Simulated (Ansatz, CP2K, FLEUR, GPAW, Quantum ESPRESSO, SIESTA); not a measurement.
Ga₂Cu (P4/mmm, 3 atoms in the cell) computed with different codes at matched settings

Self-consistent single point.

```yaml
crystal:
  lattice:
    - [2.79944, 0.00000, 0.00000]
    - [0.00000, 2.79944, 0.00000]
    - [0.00000, 0.00000, 5.80334]
  atoms:
    - { symbol: Ga, position: [0.50000, 0.50000, 0.28432] }
    - { symbol: Ga, position: [0.50000, 0.50000, 0.71568] }
    - { symbol: Cu, position: [0.00000, 0.00000, 0.00000] }
```

All programs got the same cell, k-point mesh and kind of occupations (in Ansatz's words: kpoints.mp_grid.grid = 8 8 4; scf.occupations.method = gaussian; scf.occupations.width = 0.136 eV); potentials, basis and cutoffs are each program's usual ones.

```tsv
code	model	pressure (GPa)	largest force (eV/Å)	k-points	cutoff
GPAW	LDA (Perdew-Wang 92), GPAW PAW datasets LDA (gpaw-data 1.0.1)	-3.98	0.148	45	850 eV
Quantum ESPRESSO	LDA (PZ), PSlibrary ultrasoft (LDA) pseudopotentials	-4.99	0.148	45	70 Ry
CP2K	LDA (Pade form), GPW, DZVP-MOLOPT-SR-GTH basis, GTH-PADE potentials (GTH_POTENTIALS)	-3.64	0.117	132	grid 600 Ry
Ansatz	LDA (PW92), PAW files made with PBE	-4.98	0.162	45	default
FLEUR	LDA (Perdew-Zunger), all-electron FLAPW (FLEUR), scalar-relativistic valence	–	0.159	45	Kmax 4.3 1/bohr
SIESTA	LDA PW92, numerical atomic orbitals DZP, PseudoDojo LDA standard norm-conserving potentials (rewritten from UPF to PSML)	-4.41	0.057	150	grid 400 Ry
```

A dash marks a value that a program does not give, or that is left out as unsure.

The spread over the programs that give each value: pressure within 1.35 GPa; largest force within 0.105 eV/Å.

The starting cell comes from a database of computed structures (which also holds hypothetical and non-ambient phases and stackings), without a prior relaxation at this level. On Ansatz's run: Spin polarisation is off. In the base run, with a pressure of about -5 GPa the cell is away from its equilibrium volume at this level.

Question: Why do the programs differ, and what cannot be compared?

Answer: Differences of this kind can come from the potentials, where these differ, and from what each basis and cutoff leave unconverged. The valence holds different numbers of electrons (GPAW 17, Quantum ESPRESSO 37, CP2K 37, Ansatz (a program for electronic structure) 45, FLEUR 37, SIESTA 45). The zero of total energies and Fermi levels follows the potentials and each program's conventions, so they are not compared here. CP2K and SIESTA use small atom-centred bases, whose incompleteness enters pressures, forces and empty levels differently from a plane-wave cutoff. FLEUR treats all electrons, but the usual bases taken here (sphere radii, linearisation, local orbitals, empty states) were not tested for convergence, so the values are no reference for the others. Ansatz's pressure is given at a fixed set of plane waves, as the other plane-wave codes print theirs; with its correction for the finite basis it is -4.94 GPa. The same LDA comes in different parametrisations, which differ slightly. The programs reduce the same mesh by symmetry to different extents, which changes the work and not the result. In the pressure, GPAW (by 1.01) and CP2K (by 1.34) lie more than 1 GPa from the median of the plane-wave programs. In the force vectors, SIESTA (by 0.091) lies more than 0.08 eV/Å from the median of the plane-wave programs.

Left out of this page: ABINIT (with a known weakness of the program); Elk (not drawn, or without a comparable value).

Keys are those of Ansatz 0.2.
